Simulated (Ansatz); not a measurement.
An Ansatz (a program for electronic structure) input (Ansatz r2SCAN, no spin-orbit coupling):

Ansatz 0.2 input:
```yaml
crystal:
  lattice:
    - [2.8408361733, 0, 0]
    - [0, 2.8127090825, 0]
    - [0, 0, 4.0616035045]
  atoms:
    - { symbol: Ti, position: [0, 0, 0] }
    - { symbol: Al, position: [0.5, 0.5, 0.5] }
basis: { ecutwfc: 500, ecutrho_ratio: 4, xc_grid: 4, fft_grid_basis: typed }
kpoints: { mp_grid: { grid: [20, 20, 14] } }
hamiltonian:
  xc: r2scan
  dispersion: none
  pseudopotentials: { kind: paw }
scf: { occupations: { method: fermi_dirac, width: 0.1 }, convergence: { dr2_threshold: 0.0000000002 } }
relax: { f_tol: 0.005, max_steps: 50 }
output: { forces: true, stress: true }
checkpoint: { write: state.ck, write_every: 1000 }
```

**Question.** Which symmetry and how many k-points will the program report, and about how many plane waves at Γ?

**Answer.** Space group Pmmm (ITA 47) with 8 operations, k-points 968 of 5600, and 823 plane waves at Γ.

**Question.** And the final pressure?

**Answer.** -1.17 GPa (compression positive).

The cells carry an imposed strain or load. Whether these cells are dynamically stable was not tested. The final runs are not spin-polarised. The cell was made from TiAl (space group P4/mmm, No. 123) by this change: uniaxial strain ε_xx = +1.00 %.
